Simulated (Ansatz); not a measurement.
The reference is SnO2 in the rutile structure (space group P4_2/mnm, No. 136).

```xyz
6
Lattice="4.7224 0.0000 0.0000 0.0000 4.7224 0.0000 0.0000 0.0000 3.1903" Properties=species:S:1:pos:R:3 pbc="T T T"
Sn     0.0000     0.0000     0.0000
Sn     2.3612     2.3612     1.5952
O      1.4454     1.4454     0.0000
O      3.8065     0.9158     1.5952
O      0.9158     3.8065     1.5952
O      3.2770     3.2770     0.0000
```

Cartesian axes are those of the cell as printed.

Calculations: LDA (Ansatz, a quantum-chemistry and plane-wave program, PAW, spin-orbit coupling left out).

Strains are applied to the cell and any free atomic positions relax.

One change was made to it. Results:

The valence-band top at Γ (three highest levels, from the VBM) goes from 0.00, -0.80, -0.80 eV to 0.00, -0.83, -0.83 eV; the band gap grows by 0.17 eV (1.16 eV → 1.33 eV); the gap character stays direct at Γ; the pressure (mean of the normal stresses, compression positive) goes from zero to 3.07 GPa; the energy grows by 2.3 meV/atom.

Question: Name the change that was made.
(A) uniaxial strain ε_zz = −0.60 %
(B) uniaxial strain ε_zz = −3.00 %
(C) uniaxial strain ε_zz = −1.20 %

Answer: C, uniaxial strain ε_zz = −1.20 %. For comparison, the band gap in the other runs: uniaxial strain ε_zz = −0.60 % gives 1.25 eV; uniaxial strain ε_zz = −3.00 % gives 1.58 eV.

Semilocal Kohn–Sham gaps tend to fall short of experiment. Stability against distortions was not tested.
